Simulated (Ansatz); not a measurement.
Start from Mo in the bcc (W type) structure (space group Im-3m, No. 229; a = 3.1115 Å; relaxed with 0.1 eV smearing). Axes: x, y, z lie along the cube axes.

Level of theory: LDA (Ansatz, a quantum-chemistry and plane-wave program, PAW, no spin-orbit coupling).

One thing is altered: the cell is scaled by 0.9750 in all directions, atoms relaxed at fixed cell.

Predict the stress tensor and what it implies for the stiffness.

Stress of the strained cell less that of the base (GPa, compression positive):
```
   25.9     0.0     0.0
    0.0    25.9     0.0
    0.0     0.0    25.9
```

Then B = −ΔP/(ΔV/V₀) with ΔV/V₀ = -0.0731 gives secant stiffness values (nonlinear terms included at this strain): B ≈ 355 GPa.

As a check, the harmonic strain energy −½ V₀ Δσ:ε is 91 meV/atom; the computed energy rise is 84 meV/atom.

Stability against distortions was not tested. The final runs are not spin-polarised.
